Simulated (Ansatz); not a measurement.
We consider NaCaH3 (model structure, started from the KMgH3 type, Pm-3m, No. 221, 5 atoms in the cell), described by PBEsol in Ansatz (PAW).

Numerical settings: plane-wave cutoff 520 eV, 8×8×8 k mesh, Fermi–Dirac smearing 0.01 eV, scalar-relativistic PAW data made under PBE.

Cell (relaxed with PBEsol):

```xyz
5
Lattice="4.3143 0.0000 0.0000 0.0000 4.3143 0.0000 0.0000 0.0000 4.3143" Properties=species:S:1:pos:R:3 pbc="T T T"
Na     0.0000     0.0000     0.0000
Ca     2.1572     2.1572     2.1572
H      2.1572     0.0000     2.1572
H      0.0000     2.1572     2.1572
H      2.1572     2.1572     0.0000
```

Estimate the band gap, smallest direct gap on the k points sampled and direct gap at Γ that the calculation returns.


- band gap: 2.35 eV (indirect)
- smallest direct gap on the k points sampled: 2.78 eV
- direct gap at Γ: 7.22 eV

Note: the relaxation could raise the start's symmetry but not lower it, so the cell can be a saddle point.

Computed values are for the static lattice.

A model structure was made by putting elements into a prototype or built by hand; it is no filed structure, need not be a known phase, and can be a saddle point held by its symmetry.

Ansatz is an electronic-structure program.
